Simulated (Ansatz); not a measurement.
The parent structure is Os in the diamond structure (space group Fd-3m, No. 227; a = 5.501 Å; a hypothetical phase, not in the database extracts checked).

It is then changed as follows: hydrostatic tension (pressure −1 GPa).

Levels (all Ansatz, a quantum-chemistry and plane-wave program, PAW): PBEsol (420 eV, no spin-orbit coupling); PBEsol+SOC (420 eV, noncollinear with spin-orbit coupling).

The geometry is relaxed with PBEsol.

| Property | Result |
|---|---|
| PBEsol pressure | -1.0 GPa |

With PBEsol+SOC at the same geometry, the pressure rises by 0.4 GPa (-1.0 GPa → -0.6 GPa).

Single points use the geometry relaxed with PBEsol. Differences between runs with and without spin-orbit coupling are approximate. Load acts through the strain it causes; cell and atoms are relaxed under it. Stability against distortions was not tested. The runs without spin-orbit coupling are not spin-polarised.
